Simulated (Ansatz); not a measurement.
Polymorphs of RbCl, PBEsol, rigid bands (Ansatz, a first-principles code); geometry: cell and atoms relaxed with PBEsol.
- Pm-3m, primitive cell of 2: a = b = c = 3.887 Å, α = β = γ = 90.00°
- Fm-3m, primitive cell of 2: a = 4.6267 Å, b = 4.6267 Å, c = 4.6267 Å, α = 60.00°, β = 60.00°, γ = 60.00°

```
Space group  volume per atom (Å³)  band gap  electron conductivity mass  hole conductivity mass  Seebeck coefficient, n-type 1e19 cm⁻³
-----------  --------------------  --------  --------------------------  ----------------------  -------------------------------------
Pm-3m                        29.4   4.94 eV                     0.37 mₑ                 1.74 mₑ                              -176 μV/K
Fm-3m                        35.0   4.90 eV                           …                  3.3 mₑ                                      …
```

**Question.** Complete the blanks.

**Answer.** 
- Fm-3m, electron conductivity mass: 0.43 mₑ
- Fm-3m, Seebeck coefficient, n-type 1e19 cm⁻³: -193 μV/K

Masses are for dilute carriers at 300 K, harmonic means over directions unless an axis is named. Seebeck coefficients are for the stated density at 300 K, with one relaxation time for all states and whether or not that doping can be reached. Spin-orbit coupling is left out.

Computed structure with no diffraction record at hand here (it may be known, metastable or hypothetical): RbCl (Pm-3m).
